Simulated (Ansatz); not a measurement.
Consider Na in the diamond structure (space group Fd-3m, No. 227; a = 7.5841 Å; a hypothetical phase, not in the database extracts checked).

(Cell as relaxed with PBE.)

Levels (all Ansatz, a quantum-chemistry and plane-wave program, PAW): PBE (420 eV, scalar-relativistic without spin-orbit coupling); PBEsol (420 eV, no SOC).

Each level relaxes its own structure.

| base | PBE | PBEsol |
|---|---|---|
| volume per atom | 54.53 Å³ | 52.51 Å³ |
| lattice parameter a | 758.4 pm | 748.9 pm |
| band gap | zero | zero |

One thing is altered: a hydrostatic pressure of 7.5 GPa.

```csv
quantity,PBE,PBEsol
lattice parameter a,595.4 pm,[?]
band gap,zero,[?]
```

### Question
Predict the PBEsol column.

### Answer

- lattice parameter a, PBEsol: 592.0 pm
- band gap, PBEsol: zero

PBE's lattice parameter a lies 3.4 pm above PBEsol's (0.6 %); the two agree on the band gap. Neither level is exact; PBEsol is the comparison here, not a measurement.

Load acts through the strain it causes; cell and atoms are relaxed under it. Stability against distortions was not tested. No other phases were tried under pressure.
